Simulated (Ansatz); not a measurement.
An Ansatz (a quantum-chemistry and plane-wave program) run: ZnSiP2 with a change (isotropic strain +3.00 %); LDA/PAW in Ansatz, no spin-orbit coupling.

Input:

Ansatz 0.2 input:
```yaml
crystal:
  lattice:
    - [-2.7327978065, 2.7327978065, 5.3455944062]
    - [2.7327978065, -2.7327978065, 5.3455944062]
    - [2.7327978065, 2.7327978065, -5.3455944062]
  atoms:
    - { symbol: Zn, position: [0, 0, 0] }
    - { symbol: Zn, position: [0.75, 0.25, 0.5] }
    - { symbol: Si, position: [0.5, 0.5, 0] }
    - { symbol: Si, position: [0.25, 0.75, 0.5] }
    - { symbol: P, position: [0.875, 0.8620810817, 0.4870810817] }
    - { symbol: P, position: [0.1379189183, 0.625, 0.0129189183] }
    - { symbol: P, position: [0.375, 0.3879189183, 0.5129189183] }
    - { symbol: P, position: [0.6120810817, 0.125, 0.9870810817] }
basis: { ecutwfc: 420, ecutrho_ratio: 4, xc_grid: 2, fft_grid_basis: typed }
kpoints: { mp_grid: { grid: [9, 9, 9] } }
hamiltonian:
  xc: lda
  dispersion: none
  pseudopotentials: { kind: paw }
scf: { occupations: { method: fermi_dirac, width: 0.05 }, convergence: { dr2_threshold: 0.0000000008 } }
relax: { f_tol: 0.005, max_steps: 50 }
output: { forces: true, stress: true }
checkpoint: { write: state.ck, write_every: 1000 }
```

Output (explanatory and most iteration lines left out):

```
Relaxation: its limit of steps is 50 (relax.max_steps)
Pseudopotential: Zn, paw, valence charge 12
Pseudopotential: Si, paw, valence charge 4
Pseudopotential: P, paw, valence charge 5
Crystal: 8 atoms, lattice volume = 159.688 Å³
Basis set: ecut = 420 eV, 3081 PW (Γ), exchange–correlation on 90×90×90 points (8 copies of the dense FFT grid, shifted against one another)
Bands: 34, of which v1, the nominal top of the filled ones, is band 26 counted from 1 (25 counted from 0)
Symmetry: 8 space group operations
Space group: I-42d (ITA 122), of the structure as read, at distance tolerance 5.4e-5 Å
k-points: 75 of 729 (time reversal used)
Functional: x = slater, c = lda
SCF iter   1: F=—  HF=-10615.960382 eV  |F-HF|=—  |Δ(HF+E_count)|=         —  Δρ=5.03e-3  dr2=3.27e-2  ethr=1.77e-3  ⟨swp⟩=9.6  Hψ=14886  notcnv=0  defer=1
SCF iter   2: F=—  HF=-10615.951642 eV  |F-HF|=—  |Δ(HF+E_count)|=   8.74e-3  Δρ=2.59e-3  dr2=1.01e-2  ethr=6.29e-5  ⟨swp⟩=2.9  Hψ=5221  notcnv=0  defer=113
SCF 1 converged in 9 iterations: F = -10615.949002 eV  dr2 = 1.96e-10
relax step   1: F+E_penalty+E_count = -10615.94900189 eV  Δ(F+E_penalty+E_count) = +0.000e0 eV  max|allowed force component| = 1.428e-1 eV/Å  Δτ_max = 0.0000 Å  (9 SCF iters, accepted)
Crystal: 8 atoms, lattice volume = 159.688 Å³
SCF iter   1: F=—  HF=-10615.952342 eV  |F-HF|=—  |Δ(HF+E_count)|=         —  Δρ=5.43e-4  dr2=4.63e-4  ethr=8.43e-7  ⟨swp⟩=3.1  Hψ=10329  notcnv=0  defer=160
SCF iter   2: F=—  HF=-10615.952249 eV  |F-HF|=—  |Δ(HF+E_count)|=   9.32e-5  Δρ=2.58e-4  dr2=1.05e-4  ethr=8.43e-7  ⟨swp⟩=2.2  Hψ=4018  notcnv=0  defer=160
SCF 2 converged in 7 iterations: F = -10615.952268 eV  dr2 = 2.21e-10
relax step   2: F+E_penalty+E_count = -10615.95226785 eV  Δ(F+E_penalty+E_count) = -3.266e-3 eV  max|allowed force component| = 5.937e-2 eV/Å  Δτ_max = 0.0081 Å  (7 SCF iters, accepted)
Crystal: 8 atoms, lattice volume = 159.688 Å³
SCF iter   1: F=—  HF=-10615.952972 eV  |F-HF|=—  |Δ(HF+E_count)|=         —  Δρ=3.88e-4  dr2=2.34e-4  ethr=4.51e-6  ⟨swp⟩=3.0  Hψ=6375  notcnv=0  defer=161
SCF iter   2: F=—  HF=-10615.952920 eV  |F-HF|=—  |Δ(HF+E_count)|=   5.21e-5  Δρ=1.82e-4  dr2=5.47e-5  ethr=4.50e-7  ⟨swp⟩=2.0  Hψ=3839  notcnv=0  defer=161
SCF 3 converged in 7 iterations: F = -10615.952949 eV  dr2 = 2.50e-10
relax step   3: F+E_penalty+E_count = -10615.95294933 eV  Δ(F+E_penalty+E_count) = -6.815e-4 eV  max|allowed force component| = 1.003e-4 eV/Å  Δτ_max = 0.0057 Å  (7 SCF iters, accepted)
SCF converged after 7 iterations
Free energy (F): -10615.952949 eV
Internal energy: -10615.952949 eV  (E = F + TS)
E sigma→0 (E₀):  -10615.952949 eV
Entropy (-TS):   -0.000000 eV (-0.000 meV/atom)
Fermi energy:    6.649037 eV
--- Forces (eV/Å), atoms counted from 1 ---
  atom   1  Zn    -0.00000000     0.00000000     0.00000000
  atom   2  Zn     0.00000000    -0.00000000    -0.00000000
  atom   3  Si    -0.00000000     0.00000000     0.00000000
  atom   4  Si    -0.00000000    -0.00000000     0.00000000
  atom   5  P      0.00010028     0.00000000    -0.00000000
  atom   6  P      0.00000000    -0.00010028     0.00000000
  atom   7  P     -0.00010028     0.00000000    -0.00000000
  atom   8  P     -0.00000000     0.00010028    -0.00000000
--- Stress (GPa, compression-positive) ---
       -7.106067       0.000000      -0.000000
        0.000000      -7.106067      -0.000000
        0.000000      -0.000000      -7.170930
  P = ⅓ Tr σ = -7.1277 GPa (-71.277 kbar)
--- Relaxed structure (3 steps of the walk, 3 accepted, 0 SCFs on fresh bases) ---
  atoms:
    - { symbol: Zn, position: [1.9836853094413143e-20, 1.983685309441324e-20, 3.9673706188826393e-20] }
    - { symbol: Zn, position: [0.75, 0.24999999999999997, 0.49999999999999994] }
    - { symbol: Si, position: [0.5, 0.5, 3.96737061888264e-20] }
    - { symbol: Si, position: [0.24999999999999997, 0.75, 0.49999999999999994] }
    - { symbol: P, position: [0.875, 0.8595516604780733, 0.48455166047807324] }
    - { symbol: P, position: [0.14044833952192676, 0.625, 0.015448339521926757] }
    - { symbol: P, position: [0.37500000000000006, 0.39044833952192676, 0.5154483395219268] }
    - { symbol: P, position: [0.6095516604780732, 0.125, 0.9845516604780732] }
```

Stability against distortions was not tested. The cell was made from ZnSiP2 in the chalcopyrite structure (space group I-42d, No. 122) by this change: isotropic strain +3.00 %.
